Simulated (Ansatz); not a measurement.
**Hypothetical cubic perovskite NaCaF3, response to strain**

The parent structure is NaCaF$_{3}$ in the cubic perovskite structure (space group Pm-3m, No. 221; a hypothetical phase, not in the database extracts checked).

```
NaCaF3
1.0
    4.43100     0.00000     0.00000
    0.00000     4.43100     0.00000
    0.00000     0.00000     4.43100
Na Ca F
1 1 3
Cartesian
  0.00000   0.00000   0.00000
  2.21550   2.21550   2.21550
  0.00000   2.21550   2.21550
  2.21550   2.21550   0.00000
  2.21550   0.00000   2.21550
```

Cartesian axes are those of the cell as printed.

Strains are applied to the cell and any free atomic positions relax; under biaxial strain the out-of-plane vector relaxes too.

Levels (all Ansatz, a quantum-chemistry and plane-wave program, PAW): PBE (420 eV, scalar-relativistic without spin-orbit coupling); PBEsol (420 eV, no spin-orbit coupling).

The base cell above is that of PBE; each level relaxes its own structures.

Notes on the quantities. energy relative to the base: free energy F.

| case | energy relative to the base, PBE | energy relative to the base, PBEsol |
|---|---|---|
| biaxial strain +0.38 %, plane normal [001], relaxed out of plane | +0.2 meV/atom | +0.2 meV/atom |
| isotropic strain +2.13 % | +9.9 meV/atom | +10 meV/atom |
| uniaxial strain ε_zz = +4.55 % | +10 meV/atom | +11 meV/atom |
| strain tensor (xx, yy, zz, yz, xz, xy) = (−0.15, +0.58, +0.35, −1.01, −1.84, +0.80) % | +1.6 meV/atom | +1.6 meV/atom |

The two levels differ by at most about 0.7 meV/atom. They put the cases in the same order.

No phonon test of stability was made. Many cubic perovskites are stable only at high temperature; tilts and polar distortions were not tested.
